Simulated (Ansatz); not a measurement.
## Several settings converged on ZnSnSb2 (Pmm2, 4 atoms in the cell)

```yaml
crystal:
  lattice:
    - [4.49910, 0.00000, 0.00000]
    - [0.00000, 4.49910, 0.00000]
    - [0.00000, 0.00000, 6.29437]
  atoms:
    - { symbol: Zn, position: [0.00000, 0.00000, 0.00794] }
    - { symbol: Sn, position: [0.50000, 0.50000, 0.50000] }
    - { symbol: Sb, position: [0.00000, 0.50000, 0.22240] }
    - { symbol: Sb, position: [0.50000, 0.00000, 0.77760] }
```

Base method: LDA (PW92), default PAW files made with PBE (plane waves; Ansatz, a program for electronic structure).

Base settings: basis.ecutwfc = 420 eV; kpoints.mp_grid.grid = 5 5 3; hamiltonian.xc = lda; hamiltonian.pseudopotentials = {kind: paw} (the program's default PAW files); scf.occupations.method = fermi_dirac; scf.occupations.width = 0.1 eV.

The count of work is k-points × plane waves × bands × iterations; it is no time. Core times come from one kind of shared machine, to one figure; runs under 30 s give none.

**The cutoff for other potential files**

Level: DFT, LDA (PW92), plane waves, harder PAW files (source: ansatz) made with PBE.

In this ladder: hamiltonian.pseudopotentials = {kind: paw, source: ansatz}.

The second cell is the first with its lattice scaled by 0.98.

The mesh stays at the base's, so the ladder's end is converged at best in this setting alone.

The first pressure column holds Ansatz's estimate of the finite-basis (Pulay) stress, which hides part of the cutoff error; the other is without it.

Only quantities that move along the ladder and can be compared are tabulated.

| basis.ecutwfc | free energy less the last step's (meV/atom) | energy of the compressed cell less the first (meV/atom) | pressure (GPa) | pressure without the Pulay estimate (GPa) | largest difference of a force vector from the last step's (eV/Å) | count of work / last |
|---|---|---|---|---|---|---|
| 295 eV | 15420.41 | 91.02 | -2.57 | -402.93 | 0.285 | 0.097 |
| 365 eV | 2360.87 | -4.65 | -2.42 | -82.23 | 0.029 | 0.13 |
| 460 eV | 148.29 | -14.54 | -2.43 | -9.56 | 0.008 | 0.19 |
| 560 eV | 5.42 | -13.26 | -2.44 | -2.76 | 0.001 | 0.25 |
| 660 eV | 0.92 | -13.29 | -2.44 | -2.45 | 0.000 | 0.35 |
| 790 eV | 0.50 | -13.29 | -2.44 | -2.45 | 0.000 | 0.43 |
| 990 eV | 0.12 | -13.29 | -2.44 | -2.45 | 0.000 | 0.60 |
| 1320 eV | 0.00 | -13.29 | -2.44 | -2.44 | 0.000 | 1.0 |

Coarsest basis.ecutwfc that holds the pressure without the Pulay estimate within 0.5 GPa of the last step, with all finer ones: 560 eV, at 0.25 of the last step's count of work; the step before is off by 7.1 GPa.

Coarsest basis.ecutwfc that holds the energy of the compressed cell less the first within 1 meV/atom of the last step, with all finer ones: 560 eV, at 0.25 of the last step's count of work; the step before is off by 1.2 meV/atom.

Coarsest basis.ecutwfc that holds the pressure within 0.1 GPa of the last step, with all finer ones: 365 eV, at 0.13 of the last step's count of work; the step before is off by 0.12 GPa.

The energy difference between the two cells stays within 1 meV/atom of the last step's from 560 eV on, the total only from 660 eV on: much of the error is common to both cells and cancels.

At the lowest cutoff the pressure without the Pulay estimate lies 400 GPa under the last step's, the usual sign of Pulay stress in an incomplete plane-wave basis.

**The density cutoff**

The mesh stays at the base's, so the ladder's end is converged at best in this setting alone.

Only quantities that move along the ladder and can be compared are tabulated.

| basis.ecutrho_ratio | free energy less the last step's (meV/atom) | pressure (GPa) |
|---|---|---|
| 2 | -2.97 | -2.36 |
| 3 | -0.05 | -2.45 |
| 4 | 0.00 | -2.45 |
| 5 | 0.00 | -2.45 |
| 6 | 0.00 | -2.45 |
| 8 | 0.00 | -2.45 |
| 10 | 0.00 | -2.45 |
| 12 | 0.00 | -2.45 |
| 16 | 0.00 | -2.45 |

Coarsest basis.ecutrho_ratio that holds the pressure within 0.05 GPa of the last step, with all finer ones: 3; the step before is off by 0.09 GPa.

Coarsest basis.ecutrho_ratio that holds the free energy within 1 meV/atom of the last step, with all finer ones: 3; the step before is off by 3.0 meV/atom.

**The relaxed cell against the cutoff**

On ZnSnSb2 (P-4m2, 4 atoms in the cell): atoms on their sites.

In this ladder: relax = cell and atoms.

The mesh stays at the base's, so the ladder's end is converged at best in this setting alone.

Only quantities that move along the ladder and can be compared are tabulated.

```csv
basis.ecutwfc,relaxed volume (Å³/atom),relaxation steps,core time / last (rough)
210 eV,30.009,111,3
250 eV,30.122,41,2
295 eV,30.298,15,0.8
355 eV,30.138,7,0.6
420 eV,30.115,6,–
505 eV,30.112,6,0.7
630 eV,30.112,6,0.8
840 eV,30.111,6,1
```

Coarsest basis.ecutwfc that holds the relaxed volume within 0.03 Å³/atom of the last step, with all finer ones: 355 eV; the step before is off by 0.19 Å³/atom.

At the lowest cutoff the cell relaxes to a volume 0.3 % smaller than at the highest. Ansatz relaxes on a stress corrected for the finite basis.

On the base run: the starting cell comes from a database of computed structures (which also holds hypothetical and non-ambient phases and stackings), without a prior relaxation at this level. Its lattice was rescaled by up to half a per cent. One atom was moved a little off its site on purpose. A gap is left out here, as mesh or smearing make it unsure.

Keys are those of Ansatz 0.2.
